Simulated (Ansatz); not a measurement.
Consider MoSi2 (space group I4/mmm, No. 139; a = 3.1740 Å, c = 7.7787 Å; relaxed with 0.1 eV smearing). Axes: x, y, z lie along a, b, c of the conventional cell.

All numbers come from LDA in Ansatz (plane waves to 420 eV, PAW, no spin-orbit coupling).

It is then changed as follows: uniaxial strain ε_xx = +2.00 %, all other strain components held at zero; the atoms relax in the strained cell.

Problem. Predict the stress tensor and what it implies for the stiffness.

Solution. Stress of the strained cell less that of the base (GPa, compression positive):
```
   -8.0     0.0     0.0
    0.0    -2.3     0.0
    0.0     0.0    -1.9
```

Then −Δσ_ii/ε with ε = 0.0200 gives secant stiffness values (nonlinear terms included at this strain): C11 ≈ 402 GPa, C12 ≈ 117 GPa and C13 ≈ 93 GPa.

As a check, the harmonic strain energy −½ V₀ Δσ:ε is 6.6 meV/atom; the computed energy rise is 6.7 meV/atom.

No phonon test of stability was made. All final runs are without spin polarisation.

Ansatz is an electronic-structure program.
